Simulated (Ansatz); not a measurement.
## Ge2Sb2Te5, pressure series

Consider Ge2Sb2Te5 (space group P-3m1, No. 164).

```
CELL_PARAMETERS angstrom
      4.26626     0.00000     0.00000
     -2.13313     3.69469     0.00000
      0.00000     0.00000    17.61904
ATOMIC_POSITIONS crystal
  Te 0.00000 0.00000 0.00000
  Ge 0.66667 0.33333 0.09772
  Ge 0.33333 0.66667 0.90228
  Te 0.33333 0.66667 0.19305
  Te 0.66667 0.33333 0.80695
  Sb 0.00000 0.00000 0.30821
  Sb 0.00000 0.00000 0.69179
  Te 0.66667 0.33333 0.40469
  Te 0.33333 0.66667 0.59531
```

Cell and atoms are relaxed at each pressure.

Calculations: r2SCAN (Ansatz, a program for electronic structure), scalar-relativistic without spin-orbit coupling.

Notes on the quantities. enthalpy: H = E + PV relative to the base's energy.

```csv
variant,density,band gap,enthalpy
base,6.14 g/cm³,0.52 eV,–
pressure 0.9 GPa,6.33 g/cm³,0.35 eV,+0.17 eV/atom
pressure 2.1 GPa,6.52 g/cm³,0.15 eV,+0.39 eV/atom
pressure 4.5 GPa,6.82 g/cm³,zero,+0.82 eV/atom
pressure 9 GPa,7.27 g/cm³,zero,+1.57 eV/atom
pressure 15 GPa,7.77 g/cm³,zero,+2.51 eV/atom
pressure 22.5 GPa,8.30 g/cm³,zero,+3.62 eV/atom
pressure 30 GPa,8.84 g/cm³,zero,+4.65 eV/atom
```

A case with no gap was solved on a k-mesh chosen for an insulator, which is coarse for it. With Sb and Te present, leaving out spin-orbit coupling can change the band edges. Load acts through the strain it causes; cell and atoms are relaxed under it. No phonon test of stability was made. Competing high-pressure phases were not computed. The final runs are not spin-polarised. The zero or small gap of Ge2Sb2Te5 under pressure 2.1 GPa, Ge2Sb2Te5 under pressure 4.5 GPa, Ge2Sb2Te5 under pressure 9 GPa and Ge2Sb2Te5 under pressure 15 GPa can change with the level of theory.
